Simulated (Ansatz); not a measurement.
# BaTiO3: energy against strain

BaTiO3 (cubic perovskite, Pm-3m, 12.182 Å³/atom at rest, cube axes along x, y and z) under a strain ε along a cube axis (axis z), the other axes held. LDA in Ansatz, a plane-wave DFT program (PAW, default set), 420 eV, 8×8×8 Γ-centred mesh, Fermi-Dirac smearing 0.05 eV; ions are relaxed within the symmetry of each cell.

Here s stands for strain and y for E less E0.

```
strain (%)  E less E0 (meV/atom)
----------  --------------------
-3.00                          ?
-1.20                       1.99
-0.60                       0.49
0.00                        0.00
0.60                        0.49
1.20                        1.85
```

Problem. Fit y against s with a parabola, and predict the withheld value at s = -3.00.

Solution. Least squares gives y = 0.007 - 0.0467·s + 1.3294·s². Residuals (row less fit): 0.013, -0.024, -0.007, 0.032, -0.015; standard error 0.032 (degrees of freedom: 2). Twice the quadratic coefficient over the volume, 2 × 1.3294 meV × 10⁴ × 0.1602 / 12.182 Å³, is the elastic constant C11 = 350 ± 6 GPa. At the withheld row, y = 0.007 - 0.0467 × (-3.0) + 1.3294 × (-3.0)² = 12.112 meV/atom. The calculation gives 13.23 meV/atom, 1.118 meV/atom above the prediction (8.5 % of the range of y in the table). The row lies outside the fitted rows, so this is an extrapolation. From the scatter of the fitted rows alone, a prediction at this place has a standard error of 0.206 meV/atom, so the miss is 5.4 times that.

One order more, fitted to all 11 runs of the series, follows each within 0.02, so the miss is the next term of a smooth law. The primitive cell can neither tilt nor turn polar against its symmetry, as such crystals can under strain. BaTiO3 is here the ideal cubic form; the compound distorts at low or room temperature. Rows are the converged runs of the series near zero and its far end; series whose fitted rows scatter by over a few per cent of the range, as at a crossing or softening among them, aren't shown in this form. Most that stay on the fit to the last digits aren't either.
